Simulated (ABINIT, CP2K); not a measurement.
An ABINIT input for a self-consistent single point of Ga2Cu (P4/mmm, 3 atoms in the cell) (DFT, LDA (PW92), plane waves, PAW (JTH v2.0 LDA PAW)):

```
# Ga2Cu, JTH v2.0 LDA PAW
pp_dirpath "./"
pseudos "Ga.LDA_PW-JTH.xml, Cu.LDA_PW-JTH.xml"
acell 2.7994400000 2.7994400000 5.8033400000 Angstrom
rprim
         1.0000000000    0.0000000000    0.0000000000
         0.0000000000    1.0000000000    0.0000000000
         0.0000000000    0.0000000000    1.0000000000
natom 3
ntypat 2
znucl 31 29
typat 1 1 2
xcart
         2.6450874512    2.6450874512    3.1180587425
         2.6450874512    2.6450874512    7.8486644656
         0.0000000000    0.0000000000    0.0000000000
ecut 30 Ha
pawecutdg 60 Ha
ixc 7
occopt 7
tsmear 0.136 eV
nband 30
kptopt 1
ngkpt 8 8 4
nshiftk 1
shiftk 0 0 0
nstep 100
tolvrs 1.0e-10
prtwf 0
prtden 0
prtvol 1
```

Write the same calculation as an input for CP2K.

One input that does it (others would too):

```
&GLOBAL
  PROJECT scf
  RUN_TYPE ENERGY_FORCE
  PRINT_LEVEL MEDIUM
&END GLOBAL
&FORCE_EVAL
  METHOD Quickstep
  STRESS_TENSOR ANALYTICAL
  &DFT
    BASIS_SET_FILE_NAME BASIS_MOLOPT
    POTENTIAL_FILE_NAME GTH_POTENTIALS
    &QS
      METHOD GPW
      EPS_DEFAULT 1E-11
    &END QS
    &MGRID
      CUTOFF 600
      REL_CUTOFF 60
      NGRIDS 5
    &END MGRID
    &SCF
      SCF_GUESS ATOMIC
      EPS_SCF 1E-6
      MAX_SCF 100
      ADDED_MOS 7
      &DIAGONALIZATION
        ALGORITHM STANDARD
      &END DIAGONALIZATION
      &MIXING
        METHOD BROYDEN_MIXING
        ALPHA 0.2
        NBUFFER 8
      &END MIXING
      &SMEAR ON
        METHOD GAUSSIAN
        SIGMA [eV] 0.136
      &END SMEAR
    &END SCF
    &KPOINTS
      SCHEME MACDONALD 8 8 4 0.0625 0.0625 0.125
    &END KPOINTS
    &XC
      &XC_FUNCTIONAL PADE
      &END XC_FUNCTIONAL
    &END XC
    &PRINT
      &MO
        EIGENVALUES T
        OCCUPATION_NUMBERS T
        NDIGITS 8
        FILENAME mo
        &EACH
          QS_SCF 0
        &END EACH
        ADD_LAST NUMERIC
      &END MO
      &MULLIKEN ON
      &END MULLIKEN
    &END PRINT
  &END DFT
  &SUBSYS
    &CELL
      ABC 2.79944000 2.79944000 5.80334000
      ALPHA_BETA_GAMMA 90.00000000 90.00000000 90.00000000
      PERIODIC XYZ
    &END CELL
    &COORD
      SCALED
      Ga       0.50000000     0.50000000     0.28432000
      Ga       0.50000000     0.50000000     0.71568000
      Cu       0.00000000     0.00000000     0.00000000
    &END COORD
    &KIND Ga
      BASIS_SET DZVP-MOLOPT-SR-GTH
      POTENTIAL GTH-PADE-q13
    &END KIND
    &KIND Cu
      BASIS_SET DZVP-MOLOPT-SR-GTH
      POTENTIAL GTH-PADE-q11
    &END KIND
  &END SUBSYS
  &PRINT
    &FORCES ON
    &END FORCES
    &STRESS_TENSOR ON
    &END STRESS_TENSOR
  &END PRINT
&END FORCE_EVAL
```

Basis, cutoffs, solver keys and any potentials are the target program's own. This input uses DFT LDA (Pade form), GPW, DZVP-MOLOPT-SR-GTH basis, GTH-PADE potentials (GTH_POTENTIALS). LDA parametrisations can differ slightly between programs.

The starting cell comes from a database of computed structures (which also holds hypothetical and non-ambient phases and stackings), without a prior relaxation at this level.
